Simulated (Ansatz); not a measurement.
**A computed series for MgSe: pressure series**

The reference is MgSe in the rock salt structure (space group Fm-3m, No. 225; a = 5.5083 Å).

Cell and atoms are relaxed at each pressure.

Method: PBE in Ansatz (plane waves to 420 eV, PAW, no SOC), earlier PAW set.

Candidates:
(a) pressure −2 GPa
(b) pressure −1 GPa
(c) pressure 5 GPa
(d) pressure 0.7 GPa

Before the change:

* **Smallest direct gap**: 2.40 eV

**Question.** Order them by smallest direct gap, lowest first.

**Answer.** (a) pressure −2 GPa (2.18 eV), (b) pressure −1 GPa (2.29 eV), (d) pressure 0.7 GPa (2.47 eV), (c) pressure 5 GPa (2.88 eV)

Load acts through the strain it causes; cell and atoms are relaxed under it. Stability against distortions was not tested. Competing high-pressure phases were not computed.

Ansatz is a quantum-chemistry and plane-wave program.
